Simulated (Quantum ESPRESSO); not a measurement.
Input and output of a self-consistent single point for Cd3Pt (I4/mmm, 4 atoms in the cell) (Quantum ESPRESSO).

Computed with PBEsol, SSSP 1.1.2 efficiency (PBE) pseudopotentials (plane waves; Quantum ESPRESSO).

```xyz
4
Lattice="2.0760 -2.0760 4.3157 2.0760 2.0760 4.3157 -2.0760 -2.0760 4.3157" Properties=species:S:1:pos:R:3 pbc="T T T"
Cd    -2.0760     0.0000     2.1578
Cd     0.0000     2.0760     2.1578
Cd     0.0000     0.0000     4.3157
Pt     0.0000     0.0000     0.0000
```

Reference input (self-consistent single point, DFT, LDA (PZ), plane waves, GBRV 1.5 ultrasoft (LDA) pseudopotentials): ecutwfc = 40 Ry; ecutrho = 320 Ry; occupations = smearing; smearing = fermi-dirac; degauss = 0.0073499 Ry; potentials = {Cd: cd_lda_v1.uspp.F.UPF, Pt: pt_lda_v1.4.uspp.F.UPF}; K_POINTS = automatic 9 9 9 0 0 0; conv_thr = 1e-11 Ry; mixing_beta = 0.7. This run's input differs from it in these lines:

```diff
@@ -14,4 +14,4 @@
     ntyp = 2
-    ecutwfc = 40
-    ecutrho = 320
+    ecutwfc = 45
+    ecutrho = 360
     occupations = 'smearing'
@@ -19,2 +19,3 @@
     degauss = 0.0073499
+    input_dft = 'pbesol'
 /
@@ -25,4 +26,4 @@
 ATOMIC_SPECIES
-Cd   112.4140  cd_lda_v1.uspp.F.UPF
-Pt   195.0840  pt_lda_v1.4.uspp.F.UPF
+Cd   112.4140  Cd.pbe-dn-rrkjus_psl.0.3.1.UPF
+Pt   195.0840  pt_pbe_v1.4.uspp.F.UPF
 ATOMIC_POSITIONS {crystal}
```

Output, abridged:

```
     Self-consistent Calculation

     iteration #  1     ecut=    45.00 Ry     beta= 0.70

     negative rho (up, down):  1.697E-01 0.000E+00

     total energy              =    -575.26865344 Ry
     estimated scf accuracy    <       1.15026375 Ry

     iteration #  2     ecut=    45.00 Ry     beta= 0.70

     negative rho (up, down):  1.755E-01 0.000E+00

     total energy              =    -575.63920260 Ry
     estimated scf accuracy    <       3.20387046 Ry

     iteration #  3     ecut=    45.00 Ry     beta= 0.70

     negative rho (up, down):  1.755E-01 0.000E+00

     total energy              =    -575.98828973 Ry
     estimated scf accuracy    <       0.11540860 Ry

   [... 9 blocks of this kind left out ...]

     iteration # 13     ecut=    45.00 Ry     beta= 0.70

     negative rho (up, down):  1.761E-01 0.000E+00

     total energy              =    -576.01564876 Ry
     estimated scf accuracy    <          1.6E-10 Ry

     iteration # 14     ecut=    45.00 Ry     beta= 0.70

     negative rho (up, down):  1.761E-01 0.000E+00
     End of self-consistent calculation

     the Fermi energy is    14.1216 ev

!    total energy              =    -576.01564876 Ry
     estimated scf accuracy    <          2.9E-12 Ry
     smearing contrib. (-TS)   =      -0.00316838 Ry
     internal energy E=F+TS    =    -576.01248038 Ry

     convergence has been achieved in  14 iterations

     negative rho (up, down):  1.761E-01 0.000E+00

     Forces acting on atoms (cartesian axes, Ry/au):

     atom    1 type  1   force =    -0.00000000    0.00000000    0.00000000
   [... zero for the other atoms too ...]

     Total force =     0.000000     Total SCF correction =     0.000000

     negative rho (up, down):  1.761E-01 0.000E+00
          total   stress  (Ry/bohr**3)                   (kbar)     P=      -49.28
  -0.00032728  -0.00000000   0.00000000          -48.14       -0.00        0.00
  -0.00000000  -0.00032728  -0.00000000           -0.00      -48.14       -0.00
  -0.00000000  -0.00000000  -0.00035041           -0.00       -0.00      -51.55

   JOB DONE.
```

The run converged in 14 iterations. Against the reference run the pressure goes from -7.62 to -4.93 GPa.

The starting cell comes from a database of computed structures (which also holds hypothetical and non-ambient phases and stackings), without a prior relaxation at this level. Spin polarisation is off. With a pressure of about -5 GPa the cell is away from its equilibrium volume at this level.

Cost on one core of a shared machine: roughly 4 min.
